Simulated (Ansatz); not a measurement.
The starting structures come from a database of crystals and need not be the phases stable at ambient conditions.

 Where the default PAW files enter, the runs use the earlier of Ansatz's two default sets.

Tunnelling through a barrier is set by its complex band structure: the current falls as exp(−2κd) with the smallest κ.

Given:

```xyz
10
Lattice="5.7346 0.0000 0.0000 0.2364 5.7655 0.0000 -2.7491 2.8828 4.0354" Properties=species:S:1:pos:R:3 pbc="T T T"
La     4.4363     4.3266     0.0000
La     1.5348     1.4389     0.0000
Ta     1.6110     4.3241     2.0177
Ta    -1.3746     1.4414     2.0177
N      0.1182     2.8828     2.1694
N      3.1038     5.7655     1.8660
N      1.8459     3.8885     0.0000
N      4.1252     1.8770     0.0000
O      0.2364     5.7655     1.5263
O      2.9855     2.8828     2.5091
```

Space group of this cell: C2/m. The cell is taken as given; by r2SCAN its mean pressure is -3.7 GPa.

Transport runs along the normal of the first two printed cell vectors.

The gap is the functional's own. No spin-orbit coupling. Mid-gap values are interpolated on the energy grid.

Problem. State the band gap and the smallest decay constant κ at mid-gap according to r2SCAN (Ansatz, a first-principles code).

Solution. Gap 1.01 eV on a 8×8×8 mesh; κ = 0.128 1/Å, at (-0.167, 0.167) of the in-plane reciprocal vectors. At the zone centre, at the nearest computed energy, the slowest state has κ = 0.13 1/Å.
